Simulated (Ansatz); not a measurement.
Here is the system:

Host crystal: monoclinic ZrO2, with a band gap (PBE, scalar-relativistic without spin-orbit coupling).

End structure of CO on the 1x1 (100) surface of monoclinic ZrO2 (cut with top plane 2 O), one in a 1x1 cell, started at the site 'bridge O-O (span 5.2 Å)':

```xyz
26
Lattice="5.2418 0.0000 0.0000 0.0000 5.3788 0.0000 0.0000 0.0000 29.0000" Properties=species:S:1:pos:R:3 pbc="T T T"
O      1.0287     4.6930     9.7952
O      1.5922     2.0036     9.7952
Zr     0.3851     0.8845    10.8571
Zr     2.2357     3.5739    10.8571
O      3.8845     4.8514    11.6201
O      3.9781     2.1620    11.6201
O      1.2717     2.3532    12.3069
O      1.3492     5.0426    12.3069
Zr     2.9062     0.9371    13.0821
Zr     4.9565     3.6265    13.0821
O      3.4997     2.6974    14.1411
O      4.3629     5.3869    14.1411
O      0.8833     3.6276    14.8578
O      1.7444     0.9354    14.8583
Zr     0.2787     0.0050    15.9163
Zr     2.3357     2.6942    15.9205
O      3.8956     3.9723    16.7048
O      3.9741     1.2829    16.7069
O      1.2630     1.4566    17.3662
O      1.3453     4.1558    17.3842
Zr     2.9788     0.0447    18.1046
Zr     4.8488     2.7345    18.2066
O      3.6004     1.6099    19.2249
O      4.1216     4.2990    19.2438
C      0.9191     2.5892    20.4027
O      1.2397     2.5854    21.4873
```

Set-up: 26 atoms, 9.4 Å thick at the start under the adsorbate (thin: gaps and levels are the slab's own); mesh 4x4x1; 0.01 eV smearing; dipole correction on; single point; no symmetry held, on the structure that PBE left; no spin, no spin-orbit, no U, no dispersion correction. At the end it is bonded to Zr. In PBE it is, or lies within 0.03 eV of, the lowest of the starts that converged; the order may differ at this level.

A negative adsorption energy means that the adsorbate is more stable on the surface than in its reference.

Problem. Predict the adsorption energy against CO(g) at the same level from Ansatz (a quantum-chemistry and plane-wave program) with r2SCAN, at the PBE geometry.

Solution. -0.58 eV

Problem. What is the computed gap of the slab on its k-mesh (r2SCAN, at the PBE geometry)?

Solution. 3.59 eV

Problem. Estimate the change of the step from the bottom to the top vacuum level, against the clean slab that r2SCAN, at the PBE geometry returns for this input.

Solution. -0.75 eV

Problem. What highest filled level below the top vacuum level does r2SCAN, at the PBE geometry give?

Solution. 6.84 eV
